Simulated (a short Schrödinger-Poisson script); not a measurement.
System: MOS inversion layer, Al2O3 on p-type Si(111), at 300 K.

From the gate side: 5.8 nm Al2O3; 980 nm Si, acceptors 1.9e17 cm⁻³.

The device is made up for the run: typed textbook-type constants, with dimensions and the other settings drawn at random. Al2O3: permittivity 9, conduction-band edge (eV) 2.7, gap (eV) 6.8, electron mass (mₑ) 0.3. Si: permittivity 11.7, conduction-band edge (eV) 0, gap (eV) 1.124, Nv at 300 K (cm⁻³) 3.1e19.

Channel valleys (confinement mass, in-plane density-of-states mass, number): Δ6 0.258, 0.358, 6. At the gate the conduction-band edge of layer 1 lies 2.89 eV − eVg above the Fermi level of the channel; the field vanishes at the back. Gaps are held at their typed values at every temperature. Mesh 0.03 nm at interfaces.

From a short Schrödinger-Poisson script (our own, NumPy): 1D Poisson equation in equilibrium, electrons quantum, Hartree (BenDaniel-Duke, 12 states a valley, the channel's in-plane mass for all, wave functions free to enter the dielectric), parabolic valleys, classical holes, full ionisation, no traps, pinning or gate leakage.

```
Vg (V)  electrons (cm⁻²)  C (μF/cm²)  Δ6 E0 (meV from the Fermi level)
------  ----------------  ----------  --------------------------------
0.2               1.94e9       0.136                             244.6
0.3              4.62e10       0.303                             162.5
0.4              3.34e11       0.730                             111.0
0.5              8.43e11       0.920                              86.6
0.6              1.44e12        1.00                              72.3
0.7              2.07e12        1.05                              62.4
0.8              2.74e12        1.08                              54.7
0.9              3.41e12        1.10                              48.5
1                4.11e12        1.12                              43.3
1.1              4.81e12        1.13                              38.7
1.2              5.52e12        1.14                              34.7
1.3              6.23e12        1.15                              31.1
1.4              6.96e12        1.16                              27.8
1.5              7.68e12        1.17                              24.8
1.6              8.42e12        1.18                              21.9
1.7              9.15e12        1.18                              19.3
1.8              9.89e12        1.19                              16.8
```

Gate voltages with under 1e9 electrons/cm² are left out.

Q: At Vg = 1.8 V the lowest Δ6 subband lies at 16.8 meV from the Fermi level. How many electrons does it hold, and what share of all?

A: The two-dimensional density of states is g m/(πħ²) = 8.97e11 cm⁻² meV⁻¹ (both spins), kT = 25.9 meV, so n = D kT ln(1 + exp(−E/kT)) = 9.74e12 cm⁻², 0.98 of the 9.89e12 cm⁻² in all.

Q: Compare the slope of the sheet density between 1.6 and 1.8 V with the geometric capacitance of the layers between gate and channel.

A: q Δn/ΔV = 1.18 μF/cm²; ε0/Σ(t/ε) = 1.37 μF/cm². The ratio is 0.86: the channel acts as a further capacitance in series.
